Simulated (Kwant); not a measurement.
System: wire with a row of barriers in a ZnO two-dimensional gas. Effective mass 0.3 mₑ, grid spacing 4 nm, hard walls, nominal width 80 nm (19 grid rows, so walls 80 nm apart), one parabolic valley, scattering region 400 nm long along x; energies count from the band bottom; Fermi energy swept from 0.00015668 to 0.0018606 eV. 4 barrier(s) across the wire, height 0.014 eV, thickness 8 nm (about 2 grid columns), spaced by 64 nm.

The device is made up for the run: typed textbook-type constants, with dimensions and the other settings drawn at random.

Computed with Kwant: effective-mass tight-binding model on a square grid, one spin, coherent transport at 0 K. Conductance is in e²/h.

Task: How many channels do the leads carry at E = 0.928, 1.53 meV?

Result: The hard-wall thresholds are n² ħ²π²/(2mW²) = n² × 0.196 meV with W = 80 nm. √(0.928/0.196) = 2.18, so 2. √(1.53/0.196) = 2.79, so 2.
